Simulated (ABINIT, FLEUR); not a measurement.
A FLEUR input for a self-consistent single point of MnCrB2 (Amm2, 4 atoms in the cell) (DFT, PBEsol, all-electron FLAPW (FLEUR), scalar-relativistic valence):

Input of the input generator:

```
MnCrB2 FLAPW
&input film=f /
5.5391463192 0.0000000000 0.0000000000
0.0000000000 2.8049015895 7.3210730171
0.0000000000 -2.8049015895 7.3210730171
1.0
1.0 1.0 1.0

4
25 0.0000000000 0.1445600000 0.1445600000 : 4.00
24 0.5000000000 0.8570700000 0.8570700000 : 3.00
5 0.5000000000 0.5662400000 0.5662400000 : 0.00
5 0.0000000000 0.4321300000 0.4321300000 : 0.00

&comp jspins=2 /
&exco xctyp='PBEs' /
&kpt div1=7 div2=7 div3=7 /
&end /
```

```xml
<?xml version="1.0" encoding="UTF-8" standalone="no"?>
<fleurInput fleurInputVersion="0.39">
   <comment>
      MnCrB2 FLAPW                                                                                        
   </comment>
   <calculationSetup>
      <cutoffs Kmax="3.8" Gmax="11.4" GmaxXC="11.4" numbands="0"/>
      <scfLoop itmax="60" minDistance="0.00001" maxIterBroyd="25" imix="Anderson" alpha="0.05" precondParam="0.0" spinf="2.0"/>
      <coreElectrons ctail="T" frcor="F" kcrel="0" coretail_lmax="0"/>
      <xcFunctional name="PBEs" relativisticCorrections="F"/>
      <magnetism jspins="2"/>
      <soc l_soc="F" theta="0.0" phi="0.0" spav="F"/>
      <expertModes spex="0" secvar="F"/>
      <geometryOptimization l_f="T" forcealpha="1.0" forcemix="BFGS" epsdisp="0.00001" epsforce="0.00001"/>
      <ldaU l_linMix="F" mixParam="0.05" spinf="1.0"/>
   </calculationSetup>
   <cell>
      <bzIntegration valenceElectrons="35.0" mode="gauss" fermiSmearingEnergy="0.00367493">
         <kPointListSelection listName="default-1"/>
         <!-- k-points included here -->
         <xi:include xmlns:xi="http://www.w3.org/2001/XInclude" href="kpts.xml"> </xi:include>
      </bzIntegration>
      <!-- symmetry operations included here -->
      <xi:include xmlns:xi="http://www.w3.org/2001/XInclude" href="sym.xml"> </xi:include>
      <bulkLattice scale="1.0">
         <bravaisMatrix>
            <row-1>    5.5391463192000003     0.0000000000000000     0.0000000000000000</row-1>
            <row-2>    0.0000000000000000     2.8049015895000000     7.3210730170999998</row-2>
            <row-3>    0.0000000000000000    -2.8049015895000000     7.3210730170999998</row-3>
         </bravaisMatrix>
      </bulkLattice>
   </cell>
   <atomSpecies>
      <species name="Manganese 4.000" element="Mn" atomicNumber="25">
         <mtSphere radius="2.20" gridPoints="777" logIncrement="0.016"/>
         <atomicCutoffs lmax="8" lnonsphr="6"/>
         <electronConfig flipSpins="F">
            <coreConfig>(1s1/2) (2s1/2) (2p1/2) (2p3/2)</coreConfig>
            <valenceConfig>(3s1/2) (3p1/2) (3p3/2) (4s1/2) (3d3/2) (3d5/2)</valenceConfig>
            <stateOccupation state="(3d3/2)" spinUp="1.5" spinDown="0.5"/>
            <stateOccupation state="(3d5/2)" spinUp="3.0" spinDown="0.0"/>
         </electronConfig>
         <energyParameters s="4" p="4" d="3" f="4"/>
         <lo type="SCLO" l="0" n="3" eDeriv="0"/>
         <lo type="SCLO" l="1" n="3" eDeriv="0"/>
      </species>
      <species name="Chromium (3.000" element="Cr" atomicNumber="24">
         <mtSphere radius="2.19" gridPoints="771" logIncrement="0.016"/>
         <atomicCutoffs lmax="8" lnonsphr="6"/>
         <electronConfig flipSpins="F">
            <coreConfig>(1s1/2) (2s1/2) (2p1/2) (2p3/2)</coreConfig>
            <valenceConfig>(3s1/2) (3p1/2) (3p3/2) (4s1/2) (3d3/2) (3d5/2)</valenceConfig>
            <stateOccupation state="(4s1/2)" spinUp="0.5" spinDown="0.5"/>
            <stateOccupation state="(3d3/2)" spinUp="1.0" spinDown="1.0"/>
            <stateOccupation state="(3d5/2)" spinUp="3.0" spinDown="0.0"/>
         </electronConfig>
         <energyParameters s="4" p="4" d="3" f="4"/>
         <lo type="SCLO" l="0" n="3" eDeriv="0"/>
         <lo type="SCLO" l="1" n="3" eDeriv="0"/>
      </species>
      <species name="Boron (B)" element="B" atomicNumber="5">
         <mtSphere radius="1.56" gridPoints="549" logIncrement="0.019"/>
         <atomicCutoffs lmax="6" lnonsphr="4"/>
         <electronConfig flipSpins="F">
            <coreConfig>(1s1/2)</coreConfig>
            <valenceConfig>(2s1/2) (2p1/2) (2p3/2)</valenceConfig>
            <stateOccupation state="(2p1/2)" spinUp="0.1666666667" spinDown="0.1666666667"/>
            <stateOccupation state="(2p3/2)" spinUp="0.3333333333" spinDown="0.3333333333"/>
         </electronConfig>
         <energyParameters s="2" p="2" d="3" f="4"/>
      </species>
   </atomSpecies>
   <atomGroups>
      <atomGroup species="Manganese 4.000">
         <relPos label="                   1">.0000000000 .1445600000 .1445600000</relPos>
         <force calculate="T" relaxXYZ="TTT"/>
      </atomGroup>
      <atomGroup species="Chromium (3.000">
         <relPos label="                   2">1.000/2.000 -.1429300000 -.1429300000</relPos>
         <force calculate="T" relaxXYZ="TTT"/>
      </atomGroup>
      <atomGroup species="Boron (B)">
         <relPos label="                   3">1.000/2.000 -.4337600000 -.4337600000</relPos>
         <force calculate="T" relaxXYZ="TTT"/>
      </atomGroup>
      <atomGroup species="Boron (B)">
         <relPos label="                   4">.0000000000 .4321300000 .4321300000</relPos>
         <force calculate="T" relaxXYZ="TTT"/>
      </atomGroup>
   </atomGroups>
   <output dos="F" band="F" slice="F">
      <checks vchk="F" cdinf="F"/>
      <bandDOS minEnergy="-.5*Htr" maxEnergy="0.5*Htr" sigma="0.015" storeEVData="T"/>
      <vacuumDOS vacdos="F" integ="F" star="F" nstars="0" locx1="0.0" locy1="0.0" locx2="0.0" locy2="0.0" nstm="0" tworkf="0.0"/>
      <unfoldingBand unfoldBand="F" supercellX="1" supercellY="1" supercellZ="1"/>
      <plotting iplot="0" polar="F">
         <plot TwoD="T" vec1="  1.0  0.0  0.0" vec2="  0.0  1.0  0.0" vec3="  0.0  0.0  1.0" zero="  0.0  0.0  0.0" file="plot"/>
      </plotting>
      <chargeDensitySlicing numkpt="0" minEigenval="0.0" maxEigenval="0.0" nnne="0" pallst="F"/>
      <specialOutput eonly="F"/>
      <magneticCircularDichroism mcd="F" energyLo="-10.0" energyUp="0.0"/>
   </output>
  <!-- We include the file relax.xml here to enable relaxations (see documentation) -->
  <xi:include xmlns:xi="http://www.w3.org/2001/XInclude" href="relax.xml"> <xi:fallback/> </xi:include>
</fleurInput>
```

Question: Write the same calculation as an input for ABINIT.

Answer: This is the input that was run; spellings and numerical settings could be chosen otherwise.

```
# MnCrB2, PseudoDojo nc-sr-04 PBEsol standard
pp_dirpath "./"
pseudos "Mn.upf, Cr.upf, B.upf"
acell 5.5391463192 7.8399989189 7.8399989189
rprim
         1.0000000000    0.0000000000    0.0000000000
         0.0000000000    0.3577681092    0.9338104626
         0.0000000000   -0.3577681092    0.9338104626
natom 4
ntypat 3
znucl 25 24 5
typat 1 2 3 3
xcart
         0.0000000000    0.0000000000    1.1200928024
         1.4655950000   -0.0000000000    6.6408269103
         1.4655950000   -0.0000000000    4.3873917296
         0.0000000000   -0.0000000000    3.3482685577
      Angstrom
ecut 48
nsppol 2
spinat
      0 0 4
      0 0 3
      0 0 0
      0 0 0
occopt 7
tsmear 0.1 eV
nband 28
kptopt 1
ngkpt 7 7 7
nshiftk 1
shiftk 0 0 0
nstep 80
toldfe 1.0e-09
prtwf 0
prtden 0
```

Basis, cutoffs, solver keys and any potentials are the target program's own. This input uses DFT, PBEsol, plane waves, norm-conserving pseudopotentials (PseudoDojo nc-sr-04 PBEsol standard).

The starting cell comes from a database of computed structures (which also holds hypothetical and non-ambient phases and stackings), without a prior relaxation at this level.
